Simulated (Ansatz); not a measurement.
Band structure of Ni3Fe (Pm-3m, 4 atoms in the cell).

```
Ni3Fe
1.0
    3.58763     0.00000     0.00000
    0.00000     3.58763     0.00000
    0.00000     0.00000     3.58763
Fe Ni
1 3
Direct
  0.00000   0.00000   0.00000
  0.00000   0.50000   0.50000
  0.50000   0.00000   0.50000
  0.50000   0.50000   0.00000
```
Moments meant for the start (each program seeds them in its own way; μB, in the order of the atoms Fe Ni Ni Ni): 3.0 0.5 0.5 0.5.

Method: PBE (plane waves, PAW; Ansatz, an electronic-structure program).

Settings: kpoints.mp_grid.grid = 7 7 7; hamiltonian.xc = pbe; hamiltonian.pseudopotentials = {kind: paw} (the program's default PAW files); magnetization.spin_polarized = true; scf.occupations.method = fermi_dirac; scf.occupations.width = 0.05 eV; kpoints.band_path.npoints = 8.

The starting cell has typed, rounded lattice constants, without a prior relaxation at this level. Its lattice was rescaled by a random factor within 2.5 % of one. The magnetic order is the one reached from the typed start; others were not searched systematically.

Levels in eV from the Fermi level, bands 34 to 41 of the first spin channel:
```
point     34     35     36     37     38     39     40     41
-----  -----  -----  -----  -----  -----  -----  -----  -----
Γ      -0.77  -0.69  -0.69  -0.69   2.12   2.12   2.12   8.44
X      -1.54  -1.45  -1.06  -0.78  -0.69   7.19   7.19   7.25
M      -1.74  -1.53  -1.47   0.61   0.61   0.65   0.66  10.76
R      -0.85  -0.85  -0.85  -0.54  -0.54  -0.54  -0.40   5.09
```

Bands cross the Fermi level along this path, so the cell is metallic at this level.

The net moment of the cell came out as 5.00 μB.

Keys are those of Ansatz 0.2.
